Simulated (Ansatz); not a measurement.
## GaAs: response to strain

Take GaAs in the zinc blende structure (space group F-43m, No. 216) as the base.

```yaml
crystal:
  lattice:
    - [0.00000, 2.80140, 2.80140]
    - [2.80140, 0.00000, 2.80140]
    - [2.80140, 2.80140, 0.00000]
  atoms:
    - { symbol: Ga, position: [0.00000, 0.00000, 0.00000] }
    - { symbol: As, position: [0.25000, 0.25000, 0.25000] }
```

Strains are applied to the cell and any free atomic positions relax.

The values are results of Kohn–Sham DFT with the LDA functional, run in Ansatz (a program for electronic structure) with PAW and 420 eV plane waves, without spin-orbit coupling, not measurements.

Notes on the quantities. energy relative to the base: free energy F.

```tsv
isotropic strain (%)	energy relative to the base (meV/atom)
-2.5	31.6
-1.5	11.0
-1	4.8
-0.5	1.2
0	0.0
0.5	1.1
1	4.4
2	?
2.5	26.0
```

Q: Fit ΔE = Aε² + Bε³ (ε in %) to the rows shown and predict the withheld row.

A: Least squares on the printed values gives A = 4.61 and B = -0.18 meV/atom (largest residual 0.0 meV/atom); this predicts 17.0 meV/atom, and the run gives 16.9 meV/atom, in agreement.

A case with no gap was solved on a k-mesh chosen for an insulator, which is coarse for it. Stability against distortions was not tested. The final runs are not spin-polarised.
